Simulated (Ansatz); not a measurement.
Take Cu3N (space group Pm-3m, No. 221; a = 3.765 Å) as the base.

Computed with PBEsol (Ansatz, an electronic-structure program), no spin-orbit coupling.

Strains are applied to the cell and any free atomic positions relax.

One change was made to it. Results:

The pressure goes from zero to -6.3 GPa; the hole mass (degenerate bands, along [100]) is 0.13, 0.13, 2.1 mₑ (at R); the gap character goes from absent to indirect, R → M; the energy rises by 15 meV/atom.

### Question
What was done to the base?
(A) isotropic strain +1.80 %
(B) isotropic strain +2.40 %
(C) isotropic strain +0.60 %
(D) isotropic strain +1.20 %

### Answer
A, isotropic strain +1.80 %. For comparison, the energy relative to the base in the other runs: isotropic strain +0.60 % gives +1.8 meV/atom; isotropic strain +1.20 % gives +6.9 meV/atom; isotropic strain +2.40 % gives +27 meV/atom.

Masses are band curvatures over ±0.01 Å⁻¹ around the edge. Whether these cells are dynamically stable was not tested. All final runs are without spin polarisation. Gaps under 0.05 eV, about the width of the smearing, are given as zero. A zero or small gap of Cu3N can be the functional's error rather than a property of the material.
